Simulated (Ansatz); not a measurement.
## Al2Cu: element substitutions

Start from Al2Cu (space group I4/mcm, No. 140).

Al$_{2}$Cu is taken in the tetragonal space group I4/mcm (No. 140), Pearson symbol tI12. Cell: a = b = 6.006 Å, c = 4.791 Å, α = β = γ = 90.00°. Al on 8h is surrounded by 4 Cu at 2.558 Å and 1 Al at 2.701 Å and 2 Al at 2.851 Å and 8 Al at 3.064–3.196 Å. Cu on 4a has 2 Cu at 2.395 Å and 8 Al at 2.558 Å. (Neighbours: up to the widest gap in distance over summed covalent radii, below 1.35, at either atom.)
(The calculation used a cell of 6 atoms; values per cell refer to that cell.)

Each row replaces one element on all its sites; cell and atoms are relaxed.

All numbers come from Ansatz (a program for electronic structure), r2SCAN, PAW, cutoff 500 eV, without spin-orbit coupling, earlier PAW set.

Candidates:
(a) Al → Sb
(b) Cu → P
(c) Cu → Zn

For the base:

The lattice parameter a is 6.006 Å.

Task: Order them by lattice parameter a, highest first.

Result: (a) Al → Sb (6.761 Å), (c) Cu → Zn (6.185 Å), (b) Cu → P (6.081 Å)

Whether these cells are dynamically stable was not tested. As relaxed here, CuSb2, Al2P and Al2Zn are hypothetical phases, not in the database extracts checked. All final runs are without spin polarisation.
